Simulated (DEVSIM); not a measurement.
System: Pd/SiO2/n-Si capacitor, at 300 K.

Layer 1 from the left is SiO2, thickness (nm) 1.30. Layer 2 from the left is Si, thickness (nm) 17000, Nd (cm⁻³) 1.1e15.

Metal gate on the left, work function 5.2 eV. Fixed charge at the semiconductor interface 5.7e10 cm⁻² (in units of +e); no interface traps.

The device is made up for the run: typed textbook-type constants, with dimensions and the other settings drawn at random. Values at 300 K.

SiO2: gap (eV) 9, affinity (eV) 0.9, permittivity 3.9. Si: gap (eV) 1.124, affinity (eV) 4.05, permittivity 11.7, Nc (cm⁻³) 2.86e19, Nv (cm⁻³) 3.1e19.

Q: Estimate by hand the flat-band voltage, the threshold voltage, and compare with a numerical solution.

A: 
- Flat-band voltage: C = 2.66 μF/cm², work-function difference 0.887 V; VFB = φms − qNf/C = 0.88 V; numerical 0.88 V.
- Threshold voltage: φF = 0.298 V, depletion charge √(4εqNφF) = 1.48e-8 C/cm²; VT = VFB − 2φF − Qd/C = 0.28 V; numerical 0.28 V.

DEVSIM, 1D Poisson equation in equilibrium, Boltzmann statistics, complete ionisation; no quantum confinement or tunnelling. Metal contacts follow the ideal Schottky-Mott rule: no Fermi-level pinning, no interface dipoles.
